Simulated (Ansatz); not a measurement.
**SnO2, pressure series**

Consider SnO2 in the rutile structure (space group P4_2/mnm, No. 136; a = 4.7692 Å, c = 3.2120 Å).

Cell and atoms are relaxed at each pressure.

Method: Ansatz (a quantum-chemistry and plane-wave program), PBEsol, PAW, cutoff 420 eV, scalar-relativistic without spin-orbit coupling.

Two rows of this table had their results exchanged by mistake.

| pressure | volume per atom (Å³) | shortest distance (Å) | band gap |
|---|---|---|---|
| pressure −2 GPa | 12.31 | 2.076 | 0.81 eV |
| pressure −1 GPa | 12.24 | 2.071 | 0.87 eV |
| pressure 0.3 GPa | 11.99 | 2.051 | 1.08 eV |
| pressure 0.7 GPa | 12.13 | 2.062 | 0.96 eV |
| pressure 1.5 GPa | 12.08 | 2.058 | 1.00 eV |
| pressure 3 GPa | 12.16 | 2.064 | 0.94 eV |
| pressure 5 GPa | 11.88 | 2.042 | 1.18 eV |
| pressure 7.5 GPa | 11.74 | 2.031 | 1.30 eV |
| pressure 10 GPa | 11.61 | 2.022 | 1.42 eV |

Problem. Which two?

Solution. The rows for pressure 0.3 GPa and pressure 3 GPa: the volume has to fall steadily with pressure, so 12.16 Å³ belongs to pressure 0.3 GPa and 11.99 Å³ to pressure 3 GPa.

Load acts through the strain it causes; cell and atoms are relaxed under it. Stability against distortions was not tested. Competing high-pressure phases were not computed. The base started in Imma and relaxed to P4_2/mnm at this level.
